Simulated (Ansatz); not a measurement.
Take Ti2O3 in the corundum structure (space group R-3c, No. 167; a = 5.0387 Å, c = 13.8814 Å (hexagonal axes)) as the base.

Method: PBEsol (Ansatz, a quantum-chemistry and plane-wave program), no SOC.

Base values:

```
Property    Value
--------  -------
Pressure  0.0 GPa
Band gap     zero
```

It is then changed as follows: an isotropic linear strain of −3.68 %; the atoms relax in the strained cell.

Problem. Predict the new energy relative to the base, pressure, largest internal atomic displacement and band gap.

Solution. The energy rises by 103 meV/atom; the pressure (mean of the normal stresses, compression positive) goes from zero to 33.6 GPa; the largest internal atomic displacement comes out as 0.020 Å; the band gap stays zero.

Whether these cells are dynamically stable was not tested. No Hubbard U is applied, and correlation can decide whether such a compound is a metal. The final runs are not spin-polarised.
